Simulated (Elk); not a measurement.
Input and output of a self-consistent single point for YAl2Ge2 (P1, 5 atoms in the cell) (Elk).

Computed with LDA (PW92), all-electron FP-LAPW, Elk's shipped species files, default APW+lo basis in Elk.

```yaml
crystal:
  lattice:
    - [4.29086, 0.00000, 0.00000]
    - [-2.14543, 3.71599, 0.00000]
    - [0.00000, 0.00000, 6.62146]
  atoms:
    - { symbol: Y, position: [0.00183, 0.00523, 0.00413] }
    - { symbol: Al, position: [0.66517, 0.33310, 0.34699] }
    - { symbol: Al, position: [0.33122, 0.66646, 0.64768] }
    - { symbol: Ge, position: [0.66820, 0.33701, 0.74238] }
    - { symbol: Ge, position: [0.33358, 0.65820, 0.25881] }
```

Reference input (self-consistent single point, DFT, PBEsol, all-electron FP-LAPW, Elk's shipped species files, default APW+lo basis): xctype = 22; rgkmax = 7; stype = 3; swidth = 0.00367493 Ha; ngridk = 5 5 3; rmtscf = 0.97. This run's input differs from it in these lines:

```diff
@@ -4,3 +4,3 @@
 xctype
-  22
+  3
```

Output (repeated stretches shortened):

```
│ Self-consistent loop started │
│ Loop number : 1 │
 total energy                :     -8064.24428575
│ Loop number : 2 │
 total energy                :     -8064.22503028
RMS change in Kohn-Sham potential (target) :   0.5498434910E-01 (  0.1000000000E-05)
Absolute change in total energy (target)   :   0.1925547503E-01 (  0.1000000000E-03)
│ Loop number : 3 │
 total energy                :     -8064.05243783
RMS change in Kohn-Sham potential (target) :   0.5271355348E-01 (  0.1000000000E-05)
Absolute change in total energy (target)   :   0.1774063159     (  0.1000000000E-03)
│ Loop number : 4 │
   [... lines left out ...]
Absolute change in total energy (target)   :   0.4556138792E-03 (  0.1000000000E-03)
│ Loop number : 15 │
 total energy                :     -8058.22868949
RMS change in Kohn-Sham potential (target) :   0.6334713848E-06 (  0.1000000000E-05)
Absolute change in total energy (target)   :   0.1604271683E-03 (  0.1000000000E-03)
│ Loop number : 16 │
 total energy                :     -8058.22871371
RMS change in Kohn-Sham potential (target) :   0.3088101635E-06 (  0.1000000000E-05)
Absolute change in total energy (target)   :   0.1588338182E-04 (  0.1000000000E-03)
Convergence targets achieved

│ Loop number : 17 │

Energies :
 Fermi                       :     0.254581830955
 total energy                :     -8058.22872746

Density of states at Fermi energy :    27.52716725
 (states/Hartree/unit cell)

Estimated indirect band gap :   0.9657540063E-02
 from k-point     47 to k-point     59
Estimated direct band gap   :   0.2397898213E-01
 at k-point     71

Charges :
 core                        :    72.00000000
 valence                     :    57.00000000
 interstitial                :    9.081026422
 muffin-tins (core leakage)
  species :    1 (Y)
   atom    1                 :    36.65973299     (  0.1503504420E-04)
  species :    2 (Al)
   atom    1                 :    11.08853382     (  0.6989535538E-03)
   atom    2                 :    11.08417008     (  0.6983199333E-03)
  species :    3 (Ge)
   atom    1                 :    30.53250170     (  0.5257165066E-03)
   atom    2                 :    30.55403498     (  0.5270061434E-03)
 total in muffin-tins        :    119.9189736
 total calculated charge     :    128.9712513
 total charge                :    129.0000000
 error                       :   0.2874867575E-01

│ Self-consistent loop stopped │
```

The run converged in 17 iterations. The count includes the last loop, which Elk runs after its targets are met. 

The starting cell comes from a database of computed structures (which also holds hypothetical and non-ambient phases and stackings), without a prior relaxation at this level. Its atoms were displaced at random from the sites of space group no. 164. Values depend on the basis (sphere radii, cutoffs, local orbitals), which need not be converged. The log's line on a gap gives a spacing of levels on this mesh, which the program prints for metals too.

Cost on one core of a shared machine: roughly 4 min.
